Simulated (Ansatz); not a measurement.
The starting structures come from a database of crystals and need not be the phases stable at ambient conditions.

 Where the default PAW files enter, the runs use the earlier of Ansatz's two default sets.

By PBEsol, the system below comes out a metal.

```
CELL_PARAMETERS angstrom
      4.16957     0.00000     0.00000
      0.00000     5.89666     0.00000
      0.00000     2.94833     2.89052
ATOMIC_POSITIONS crystal
  Sc 0.00000 0.00000 0.00000
  Al 0.50000 0.50000 0.50000
  Al 0.50000 0.00000 0.50000
  Al 0.00000 0.50000 0.00000
```

Space group of this cell: Cmmm. The cell is strained (lengths across the current scaled by 1.02, ions clamped); by PBEsol its mean pressure is -4.2 GPa.

The current flows along the normal of the first two printed cell vectors. No spin-orbit coupling; the value is a mean over 0.1 eV about the Fermi level.

Predict the ballistic conductance per area from PBEsol run with Ansatz (a first-principles code).

0.57 × 10¹⁵ S/m² for both spins.
